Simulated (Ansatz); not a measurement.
A working Ansatz (an electronic-structure program) input for Bi2Rh (P2_1/c, 12 atoms in the cell) (DFT, PBEsol, plane waves, default PAW files made with PBE):

Ansatz 0.2 input:
```yaml
# Bi2Rh
crystal:
  lattice:
    - [7.039044, 0.000000, 0.000000]
    - [0.000000, 6.910686, 0.000000]
    - [-3.295067, 0.000000, 6.266875]
  atoms:
    - { symbol: Bi, position: [0.354000, 0.359000, 0.168000] }
    - { symbol: Bi, position: [0.646000, 0.859000, 0.332000] }
    - { symbol: Bi, position: [0.646000, 0.641000, 0.832000] }
    - { symbol: Bi, position: [0.354000, 0.141000, 0.668000] }
    - { symbol: Bi, position: [0.162000, 0.638000, 0.368000] }
    - { symbol: Bi, position: [0.838000, 0.138000, 0.132000] }
    - { symbol: Bi, position: [0.838000, 0.362000, 0.632000] }
    - { symbol: Bi, position: [0.162000, 0.862000, 0.868000] }
    - { symbol: Rh, position: [0.270000, 0.000000, 0.280000] }
    - { symbol: Rh, position: [0.730000, 0.500000, 0.220000] }
    - { symbol: Rh, position: [0.730000, 0.000000, 0.720000] }
    - { symbol: Rh, position: [0.270000, 0.500000, 0.780000] }
basis:
  ecutwfc: 420.0
kpoints:
  mp_grid:
    grid: [3, 3, 3]
hamiltonian:
  xc: pbesol
  pseudopotentials:
    kind: paw
scf:
  occupations:
    method: gaussian
    width: 0.05
output:
  forces: true
  eigenvalues: true
  stress: true
```

The run converged in 8 iterations: free energy E − TS (on the zero of these files) -123292.9958 eV; Fermi level (on the code's own zero) 13.05 eV; pressure -3.84 GPa; largest force (vector length) 0.692 eV/Å. Each of these slips is then made, one at a time:

(1)
```diff
-  xc: pbesol
+  xc: scan
```

(2)
```diff
-    width: 0.05
+    width: 1.36
```

Q: What happens in each case?

A: 
(1) A value that the program does not know. The program stopped before any SCF iteration.
```
Error: YAML parse error: error: line 26 column 7: hamiltonian.xc: unknown variant `scan`, expected one of `lda`, `lda-pw`, `pw92`, `pbe`, `pbesol`, `rpbe`, `revpbe`, `blyp`, `pbe0`, `revpbe0`, `b3lyp`, `b3lyp5`, `hse06`, `wpbeh`, `hiss`, `lc_wpbe`, `cam_b3lyp`, `hf`, `r2scan`, `r2scanh`, `r2scan0`, `r2scan50`, `mr2scan`
  --> <input>:26:7
   |
24 | [...]
```

(2) A smearing width that is far too large. The run converged in 8 iterations without an error; against the sound input the free energy goes down by 240 meV/atom, the pressure goes from -3.84 to -0.86 GPa and the largest force goes from 0.692 to 0.720 eV/Å.

The starting cell comes from a database of published, mostly measured structures (it also holds non-ambient and calculated ones), without a prior relaxation at this level. Its lattice was rescaled by a random factor within 2.5 % of one. Spin polarisation is off. In the base run, with a pressure of about -4 GPa the cell is away from its equilibrium volume at this level. Ansatz's pressure includes its estimate of the finite-basis (Pulay) stress.

Left out of this page: 1 run of the series stopped by limits of time or memory; 3 runs of the series outside the window shown, repeating another row's setting, or not comparable.
